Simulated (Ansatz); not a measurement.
**LaWN3 (space group Amm2, No. 38; a cell from a computed database, its experimental status unchecked)**

```cif
data_La4N12W4
_chemical_formula_sum 'La4 W4 N12'
_space_group_name_H-M_alt 'Amm2'
_space_group_IT_number 38
_space_group_name_Hall 'A 2 -2'
_cell_length_a 3.96869
_cell_length_b 7.81968
_cell_length_c 8.18690
_cell_angle_alpha 90.000
_cell_angle_beta 90.000
_cell_angle_gamma 90.000
loop_
_atom_site_label
_atom_site_type_symbol
_atom_site_symmetry_multiplicity
_atom_site_Wyckoff_symbol
_atom_site_fract_x
_atom_site_fract_y
_atom_site_fract_z
_atom_site_occupancy
La1 La 2 b 0.50000 0.50000 0.11051 1
La2 La 2 b 0.50000 0.50000 0.59471 1
W1 W 4 d 0.00000 0.24442 0.34606 1
N1 N 2 a 0.00000 0.00000 0.27476 1
N2 N 2 a 0.00000 0.00000 0.84873 1
N3 N 4 d 0.00000 0.28742 0.06815 1
N4 N 4 e 0.50000 0.24630 0.31314 1
```
(The calculation used a cell of 10 atoms; values per cell refer to that cell.)

All numbers come from Ansatz (a program for electronic structure), PBEsol, PAW, cutoff 420 eV, spin-orbit coupling left out. k-mesh 12×8×8 (Γ-centred); smearing 0.05 eV (Fermi–Dirac).

The volume per atom is 12.70 Å³. The density is 9.54 g/cm³. The band gap comes out as zero and the total energy is -3511.779 eV/atom (σ→0; compares only within this code and set-up).

Whether these cells are dynamically stable was not tested. The final runs are not spin-polarised. A zero or small gap of LaWN3 can be the functional's error rather than a property of the material.
